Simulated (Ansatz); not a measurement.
# Effect of isotropic strain −2.00 % on NaCl

Base system: NaCl in the rock salt structure (space group Fm-3m, No. 225; a = 5.696 Å).

One thing is altered: an isotropic linear strain of −2.00 %, atoms relaxed at fixed cell.

Calculations: DFT with PBE, PAW potentials and a 420 eV plane-wave cutoff in Ansatz (a quantum-chemistry and plane-wave program), no SOC. Settings: 10×10×10 k-points, 0.05 eV Fermi–Dirac smearing.

The volume per atom decreases by 1.358 Å³ (23.09 Å³ → 21.74 Å³) and the space group remains Fm-3m (No. 225). The energy rises by 6.6 meV/atom and the band gap goes up by 0.23 eV (5.00 eV → 5.23 eV). The gap character stays direct at Γ and the mean gap deformation potential ΔEg/Δln V amounts to -3.9 eV. The width of the top valence band grows by 0.08 eV (0.71 eV → 0.79 eV) and the electron mass stays 0.40 mₑ (at Γ). The hole mass (degenerate bands, along [100]) goes from 0.65, 2.9, 2.9 mₑ (at Γ) to 0.62, 2.7, 2.7 mₑ (at Γ).

Effective masses come from finite differences of ±0.01 Å⁻¹. No phonon test of stability was made.
